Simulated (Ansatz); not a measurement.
BeTe: response to strain

The reference is BeTe in the zinc blende structure (space group F-43m, No. 216; a = 5.657 Å). Axes: x, y, z lie along the cube axes.

Strains are applied to the cell and any free atomic positions relax; under biaxial strain the out-of-plane vector relaxes too.

Computed with Kohn–Sham DFT with the r2SCAN functional, run in Ansatz (a first-principles code) with PAW and 500 eV plane waves, no SOC.

Notes on the quantities. energy relative to the base: free energy F.

```tsv
biaxial strain, plane normal [001], relaxed out of plane (%)	energy relative to the base (meV/atom)
-3	15.2
-2.5	10.4
-2	?
-1.5	3.7
-1	1.6
-0.5	0.4
0	0.0
```

Problem. Fit ΔE = Aε² + Bε³ (ε in %) to the rows shown and predict the withheld row.

Solution. Least squares on the printed values gives A = 1.57 and B = -0.038 meV/atom (largest residual 0.0 meV/atom); this predicts 6.6 meV/atom, and the run gives 6.6 meV/atom, in agreement.

Stability against distortions was not tested.
